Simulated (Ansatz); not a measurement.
System: In2Ge2O7 (C2/m, No. 12, 11 atoms in the cell; start mp-5280). Method: HSE06+SOC (Ansatz, a program for electronic structure, PAW).

Numerical settings: plane-wave cutoff 460 eV, 4×4×6 k mesh (along the axes of the cell as run), Fermi–Dirac smearing 0.01 eV, PAW data made under PBE.

Cell (relaxed with PBEsol):

```yaml
crystal:
  lattice:
    - [3.32667, -4.43410, 0.00634]
    - [3.32667, 4.43410, 0.00634]
    - [-1.04783, 0.00000, 4.84851]
  atoms:
    - { symbol: In, position: [0.30706, 0.69294, 0.00000] }
    - { symbol: In, position: [0.69294, 0.30706, 0.00000] }
    - { symbol: Ge, position: [0.76311, 0.76311, 0.59430] }
    - { symbol: Ge, position: [0.23689, 0.23689, 0.40570] }
    - { symbol: O, position: [0.40725, 0.07383, 0.21180] }
    - { symbol: O, position: [0.59275, 0.92617, 0.78820] }
    - { symbol: O, position: [0.92617, 0.59275, 0.78820] }
    - { symbol: O, position: [0.07383, 0.40725, 0.21180] }
    - { symbol: O, position: [0.00000, 0.00000, 0.50000] }
    - { symbol: O, position: [0.41310, 0.41310, 0.72662] }
    - { symbol: O, position: [0.58690, 0.58690, 0.27338] }
```

Question: Predict the band gap.

Answer: 
- band gap: 3.81 eV (on the SCF k mesh) (direct)

Note: cell and atoms aren't relaxed at this level (largest force component 0.33 eV/Å, pressure -1.7 GPa).

A start named mp-… is a Materials Project structure, which need not be a measured phase.
